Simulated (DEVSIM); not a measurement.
Device: illuminated In0.53Ga0.47As p-on-n cell, one wavelength, at 300 K.

```csv
layer (left to right),material,thickness (μm),Nd (cm⁻³),Na (cm⁻³),τn (s),τp (s),absorption coefficient (cm⁻¹)
1,In0.53Ga0.47As,0.230,-,5.4e17,4.6e-10,3.3e-10,19000
2,In0.53Ga0.47As,2.80,3.8e15,-,4.9e-10,4.9e-10,19000
```

Left contact: ohmic, minority electron recombination velocity 1e5 cm/s. Right contact: ohmic, minority hole recombination velocity 6e5 cm/s. Voltage is applied to the left contact. Recombination: SRH at mid-gap, radiative, Auger. Light enters at the left, 1.4e18 photons cm⁻² s⁻¹, one pass, no reflection. Mobility is μmin + (μ − μmin)/(1 + (N/Nref)^α).

This is a model device: material constants are rounded textbook-type values typed into the input, and sizes, dopings and lifetimes were drawn at random. Values at 300 K.

| parameter | In0.53Ga0.47As |
|---|---|
| gap (eV) | 0.74 |
| affinity (eV) | 4.51 |
| permittivity | 13.9 |
| Nc (cm⁻³) | 2.1e17 |
| Nv (cm⁻³) | 7.7e18 |
| μn (cm²/Vs) | 12000 |
| μp (cm²/Vs) | 300 |
| μn,min | 300 |
| μp,min | 10 |
| Nref,n | 1.3e17 |
| Nref,p | 4.9e17 |
| αn | 0.48 |
| αp | 0.4 |
| B (cm³/s) | 9.6e-11 |
| Cn (cm⁶/s) | 5e-29 |
| Cp (cm⁶/s) | 5e-29 |

Model (solved in DEVSIM): 1D drift-diffusion, Boltzmann statistics, complete ionisation; no tunnelling, impact ionisation, image-force lowering or self-heating.

Base results: largest power (mW/cm²) 26.6; short-circuit current (mA/cm²) 191; dark forward voltage at 100 A/cm² (V) 0.471; largest field in the device at zero bias (V/cm) 41000.

Task: What follows from this one change: doping Na of layer 1 5.4e+17 → 1.6e+16 cm^-3?

Result: largest power 26.6 → 25.7 mW/cm²; short-circuit current 191 → 187 mA/cm²; dark forward voltage at 100 A/cm² 0.471 → 0.457 V; largest field in the device at zero bias 41000 → 18000 V/cm.

Task: What follows from this one change: constant mobility in place of the doping-dependent one?

Result: largest power 26.6 → 26.9 mW/cm²; short-circuit current 191 → 192 mA/cm²; dark forward voltage at 100 A/cm² little changed (0.468 V); largest field in the device at zero bias little changed (41000 V/cm).
